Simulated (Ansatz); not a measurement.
Hypothetical cubic perovskite NaCuI3, response to strain

Consider NaCuI$_{3}$ in the cubic perovskite structure (space group Pm-3m, No. 221; a = 5.425 Å; a hypothetical phase, not in the database extracts checked). Axes: x, y, z lie along the cube axes.

Strains are applied to the cell and any free atomic positions relax; under biaxial strain the out-of-plane vector relaxes too.

Level of theory: Ansatz (a first-principles code) PBEsol, no spin-orbit coupling.

Notes on the quantities. pressure: mean of the normal stresses, compression positive; energy relative to the base: free energy F.

```json
[
 {"variant": "base", "pressure": "0.0 GPa", "energy relative to the base": "0 meV/atom", "shortest interatomic distance": "2.713 Å"},
 {"variant": "biaxial strain −2.92 %, plane normal [001], relaxed out of plane", "pressure": "0.9 GPa", "energy relative to the base": "+8.0 meV/atom", "shortest interatomic distance": "2.634 Å"},
 {"variant": "biaxial strain +1.51 %, plane normal [001], relaxed out of plane", "pressure": "-0.4 GPa", "energy relative to the base": "+2.0 meV/atom", "shortest interatomic distance": "2.674 Å"},
 {"variant": "biaxial strain +2.27 %, plane normal [001], relaxed out of plane", "pressure": "-0.6 GPa", "energy relative to the base": "+4.4 meV/atom", "shortest interatomic distance": "2.658 Å"},
 {"variant": "biaxial strain −4.33 %, plane normal [111], relaxed out of plane", "pressure": "1.2 GPa", "energy relative to the base": "+15 meV/atom", "shortest interatomic distance": "2.689 Å"},
 {"variant": "biaxial strain −3.64 %, plane normal [111], relaxed out of plane", "pressure": "1.0 GPa", "energy relative to the base": "+10 meV/atom", "shortest interatomic distance": "2.692 Å"},
 {"variant": "isotropic strain −1.44 %", "pressure": "1.5 GPa", "energy relative to the base": "+6.0 meV/atom", "shortest interatomic distance": "2.674 Å"},
 {"variant": "uniaxial strain ε_xx = +2.73 %", "pressure": "-0.7 GPa", "energy relative to the base": "+3.0 meV/atom", "shortest interatomic distance": "2.713 Å"}
]
```

Without a gap, meshes like the base's 9×9×9 leave anisotropic stresses uncertain by several tenths of a GPa, and small strain energies with them. Whether these cells are dynamically stable was not tested. All final runs are without spin polarisation. An odd electron count without spin: NaCuI3. Many cubic perovskites are stable only at high temperature; tilts and polar distortions were not tested.
